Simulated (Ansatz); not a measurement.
AlB2-type TiB2, treated with r²SCAN+rVV10 (plane waves, PAW; Ansatz, an electronic-structure program).

Settings: plane-wave cutoff 600 eV, 24×24×20 k mesh (along the axes of the cell as run), Fermi–Dirac smearing 0.057 eV (set by the program), no spin polarisation, scalar-relativistic PAW data made under PBE.

Computed at the level's own relaxed cell.

Hill averages of the elastic tensor: K = 262.8 GPa, G = 271.3 GPa. Volume 8.481 Å³/atom, mean atomic mass 23.163 u.

Work out the density, the sound velocities of a polycrystal and the elastic Debye temperature, and Pugh's ratio at this level.

ρ = 1.66054 × 23.163/8.481 = 4.535 g/cm³. v_l = √[(K + 4G/3)/ρ] = 11.735 km/s and v_t = √(G/ρ) = 7.735 km/s. The mean follows from 3/v_m³ = 1/v_l³ + 2/v_t³: v_m = 8.468 km/s. Θ_D = (ħ/k_B) v_m (6π²/V)^(1/3) = 76.38 K Å s/km × 8.468 × 1.9113 Å⁻¹ = 1236 K, counting all atoms of the cell. K/G = 0.97, to be set beside Pugh's rough bound of 1.75 between brittle and ductile metals.
